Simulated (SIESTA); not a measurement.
Worked example: self-consistent single point of SrO (Fm-3m, 2 atoms in the cell) in SIESTA.

Level of theory: LDA PW92, numerical atomic orbitals DZP, PseudoDojo LDA standard norm-conserving potentials (rewritten from UPF to PSML) (SIESTA 5.4.2).

```
CELL_PARAMETERS angstrom
      0.00000     2.58000     2.58000
      2.58000     0.00000     2.58000
      2.58000     2.58000     0.00000
ATOMIC_POSITIONS crystal
  Sr 0.00000 0.00000 0.00000
  O  0.50000 0.50000 0.50000
```

Reference input (self-consistent single point, DFT, GGA PBE, numerical atomic orbitals DZP, PseudoDojo PBE standard norm-conserving potentials (rewritten from UPF to PSML)): XC.functional = GGA; XC.authors = PBE; potentials = PseudoDojo PBE standard; PAO.BasisSize = DZP; PAO.EnergyShift = 0.005 Ry; MeshCutoff = 350 Ry; kgrid.MonkhorstPack = 8 8 8; OccupationFunction = FD; ElectronicTemperature = 50 meV; MaxSCFIterations = 150; SCF.Mixer.Method = Pulay; SCF.Mixer.Weight = 0.1. This run's input differs from it in these lines:

```diff
@@ -1,2 +1,2 @@
-# files in the folder: Sr.psml O.psml (PseudoDojo PBE standard)
+# files in the folder: Sr.psml O.psml (PseudoDojo LDA standard)
 SystemName  SrO
@@ -22,4 +22,4 @@
 
-XC.functional                GGA
-XC.authors                   PBE
+XC.functional                LDA
+XC.authors                   PW92
 PAO.BasisSize                DZP
```

Output (repeated stretches shortened):

```
        iscf     Eharris(eV)        E_KS(eV)     FreeEng(eV)     dDmax    Ef(eV) dHmax(eV)
   scf:    1    -1362.579782    -1379.214655    -1379.214655  1.419037 -9.316039 13.104069
   scf:    2    -1382.849452    -1381.139278    -1381.139278  0.215813 -6.548606  9.339118
   scf:    3    -1383.387269    -1383.153144    -1383.153144  0.507148 -6.747193  1.052966
   scf:    4    -1377.631659    -1381.254167    -1381.254167  0.603942 -7.411482  9.007482
   scf:    5    -1384.075899    -1383.158010    -1383.158010  0.400058 -6.370439  1.298848
   scf:    6    -1383.198509    -1383.179698    -1383.179698  0.025864 -6.404773  0.880839
   [... lines left out ...]
mix: Pulay -- inversion failed, > SVD [rank/size] 3 / 7
   scf:   13    -1383.198477    -1383.198477    -1383.198477  0.000013 -6.409803  0.000337
mix: Pulay -- inversion failed, > SVD [rank/size] 2 / 7
   scf:   14    -1383.198477    -1383.198477    -1383.198477  0.000016 -6.409794  0.000293
mix: Pulay -- inversion failed, > SVD [rank/size] 4 / 7
   scf:   15    -1383.198477    -1383.198477    -1383.198477  0.000130 -6.409756  0.000004
mix: Pulay -- inversion failed, > SVD [rank/size] 4 / 7
   scf:   16    -1383.198477    -1383.198477    -1383.198477  0.000000 -6.409756  0.000003
SCF Convergence by DM+H criterion
max |DM_out - DM_in|         :     0.0000000991
max |H_out - H_in|      (eV) :     0.0000032434
SCF cycle converged after 16 iterations

Using DM_out to compute the final energy and forces

siesta: E_KS(eV) =            -1383.1985

siesta: E_KS - E_eggbox =     -1383.1985

siesta: Atomic forces (eV/Ang):
     1    0.000000    0.000000   -0.000000
     2   -0.000000   -0.000000    0.000000
   Tot    0.000000    0.000000    0.000000
   Max    0.000000
   Res    0.000000    sqrt( Sum f_i^2 / 3N )
   Max    0.000000    constrained

Stress tensor Voigt[x,y,z,yz,xz,xy] (kbar):       19.00       19.00       19.00       -0.00       -0.00       -0.00
(Free)E + p*V (eV/cell)    -1383.6058
Target enthalpy (eV/cell)    -1383.1985

siesta: Program's energy decomposition (eV):
siesta: FreeEng =     -1383.198477

   [... lines left out ...]
siesta:     0.011858   -0.000000   -0.000000
siesta:    -0.000000    0.011858   -0.000000
siesta:    -0.000000   -0.000000    0.011858

siesta: Cell volume =         34.347024 Ang**3

siesta: Pressure (static):
siesta:                Solid            Molecule  Units
siesta:          -0.00012915         -0.00012915  Ry/Bohr**3
siesta:          -0.01185817         -0.01185817  eV/Ang**3
siesta:         -18.99888492        -18.99888492  kBar
```

The run converged in 16 iterations. Against the reference run the pressure goes from 4.39 to -1.90 GPa and the gap on the mesh goes from 3.145 to 2.901 eV.

The starting cell has typed, rounded lattice constants, without a prior relaxation at this level. Values carry the incompleteness of an atom-centred basis. The basis of the alkali or alkaline-earth atoms may lack their empty d shell, which can raise the gap.
